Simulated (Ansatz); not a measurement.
Take Ti in the hcp (Mg type) structure (space group P6_3/mmc, No. 194; a = 2.936 Å, c = 4.640 Å; relaxed with 0.1 eV smearing) as the base. Axes: x lies along a and z along c of the hexagonal cell.

The values are results of plane-wave PAW DFT at the r2SCAN level (Ansatz, a quantum-chemistry and plane-wave program, 500 eV), no spin-orbit coupling, not measurements.

Perturbation: the cell is scaled by 1.0200 in all directions; the atoms relax in the strained cell.

### Question
Predict the stress tensor and what it implies for the stiffness.

### Answer
Stress of the strained cell less that of the base (GPa, compression positive):
```
   -6.3     0.0     0.0
    0.0    -6.3     0.0
    0.0     0.0    -6.2
```

Then B = −ΔP/(ΔV/V₀) with ΔV/V₀ = 0.0612 gives secant stiffness values (nonlinear terms included at this strain): B (at held cell shape, above the free-shape value) ≈ 102 GPa.

As a check, the harmonic strain energy −½ V₀ Δσ:ε is 20 meV/atom; the computed energy rise is 22 meV/atom.

Whether these cells are dynamically stable was not tested. All final runs are without spin polarisation.
